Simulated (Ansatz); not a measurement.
Consider MoTe2 in the 2H-MoS2 type structure (space group P6_3/mmc, No. 194; a = 3.5421 Å, c = 14.1819 Å; layered, stacked along the Cartesian z axis).

Structures relaxed with Ansatz (a program for electronic structure), r2SCAN+rVV10, PAW, cutoff 500 eV, scalar-relativistic without spin-orbit coupling.

Base:

Simulated powder pattern, Cu Kα1, λ = 1.54056 Å (kinematic, ideal powder, no thermal factors, no anomalous dispersion; the 8 strongest lines at most, above 2 %, up to 2θ = 90°):

| 2θ (°) | I/Imax (%) | hkl |
|---|---|---|
| 12.47 | 31 | (002) |
| 25.10 | 15 | (004) |
| 29.09 | 42 | (100) |
| 34.84 | 100 | (103) |
| 43.42 | 48 | (105) |
| 51.56 | 33 | (110) |
| 63.74 | 17 | (203) |
| 75.87 | 21 | (118) |

It is then changed as follows: every lattice vector is shortened by 2.54 %; the atoms relax in the strained cell.

Task: How do the reflections move or split?

Result: 
Simulated powder pattern, Cu Kα1, λ = 1.54056 Å (kinematic, ideal powder, no thermal factors, no anomalous dispersion; the 8 strongest lines at most, above 2 %, up to 2θ = 90°):

```tsv
2θ (°)	d (Å)	I/Imax (%)	hkl
12.80	6.911	20	(002)
29.86	2.990	38	(100)
35.77	2.508	100	(103)
44.61	2.030	34	(105)
53.01	1.726	29	(110)
65.60	1.422	17	(203)
78.22	1.221	17	(118)
89.16	1.097	15	(213)
```

The indices refer to the base's conventional cell; one index is shown for lines that coincide.

Whether these cells are dynamically stable was not tested.
